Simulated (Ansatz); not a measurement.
**Hypothetical zinc blende BaS: uniaxial stress, 3 GPa compression along x**

The reference is BaS in the zinc blende structure (space group F-43m, No. 216; a = 7.036 Å; a hypothetical phase, not in the database extracts checked). Axes: x, y, z lie along the cube axes.

Perturbation: uniaxial stress, 3 GPa compression along x, with the cell and atoms free to relax against it.

Method: DFT with PBE, PAW potentials and a 420 eV plane-wave cutoff in Ansatz (a quantum-chemistry and plane-wave program), no spin-orbit coupling. Γ-centred 8×8×8 mesh, Fermi–Dirac width 0.05 eV.

The volume per atom drops by 9.72 Å³ to 33.81 Å³ and the space group changes from F-43m (No. 216) to I-4m2 (No. 119). The shortest interatomic distance decreases by 0.0120 Å, from 3.046 Å to 3.035 Å and the energy increases by 27 meV/atom. The band gap falls by 0.59 eV (2.75 eV → 2.16 eV) and the gap character is indirect, Γ–X (60 % along) → Γ. The electron mass goes from 0.39 mₑ (at Γ) to 0.27 mₑ along x, 0.49 mₑ across (at Γ) and the strain response (xx, yy, zz) is (−40.86, +14.60, +14.60) %.

Final structure:

```xyz
2
Lattice="0.0000 4.0315 4.0315 2.0803 0.0000 4.0315 2.0803 4.0315 0.0000" Properties=species:S:1:pos:R:3 pbc="T T T"
S      3.1204     6.0472     6.0472
Ba     0.0000     0.0000     0.0000
```

Effective masses come from finite differences of ±0.01 Å⁻¹. Stability under load was not tested beyond the relaxation. Under uniaxial stress, 3 GPa compression along x the cell changed shape so far that it is another structure. k-point labels follow each cell's own Brillouin zone.
